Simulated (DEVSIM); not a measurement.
Structure: illuminated Si n-on-p cell, one wavelength, with a back-surface field, at 350 K.

Layer 1 from the left is Si, thickness (μm) 0.380, Nd (cm⁻³) 4e18, τn (s) 4.8e-6, τp (s) 1.4e-6, absorption coefficient (cm⁻¹) 99000. Layer 2 from the left is Si, thickness (μm) 170, Na (cm⁻³) 1.7e15, τn (s) 8.8e-5, τp (s) 8.8e-5, absorption coefficient (cm⁻¹) 99000. Layer 3 from the left is Si, thickness (μm) 0.180, Na (cm⁻³) 1.7e18, τn (s) 8.8e-5, τp (s) 8.8e-5, absorption coefficient (cm⁻¹) 99000.

Left contact: ohmic, minority hole recombination velocity 100 cm/s. Right contact: ohmic, minority electron recombination velocity 4e6 cm/s. Voltage is applied to the left contact. Recombination: SRH at mid-gap, radiative. Light enters at the left, 9.4e16 photons cm⁻² s⁻¹, one pass, no reflection. Mobility is μmin + (μ − μmin)/(1 + (N/Nref)^α).

Constants are typed, rounded textbook-type inputs, not results; the design itself was drawn at random and stands for no fabricated device. Values at 300 K; Nc and Nv go as T^1.5, mobilities as T to minus their exponent, the gap by Varshni's rule with the affinity fixed.

Si: gap (eV) 1.124, affinity (eV) 4.05, permittivity 11.7, Nc (cm⁻³) 2.86e19, Nv (cm⁻³) 3.1e19, μn (cm²/Vs) 1417, μp (cm²/Vs) 470, μn,min 52, μp,min 45, Nref,n 9.7e16, Nref,p 2.2e17, αn 0.68, αp 0.72, T exponent of μn 2.3, T exponent of μp 2.2, B (cm³/s) 4.7e-15, Varshni α (eV/K) 0.000473, Varshni β (K) 636.

Simulated with DEVSIM: 1D drift-diffusion, Boltzmann statistics, complete ionisation; no tunnelling, impact ionisation, image-force lowering or self-heating.

What does the simulation give for the potential step across the device at zero bias, the share of generated pairs collected at short circuit, the dark forward voltage at 1 A/cm²?

potential step across the device at zero bias 0.950 V; share of generated pairs collected at short circuit 0.994; dark forward voltage at 1 A/cm² 0.601 V.
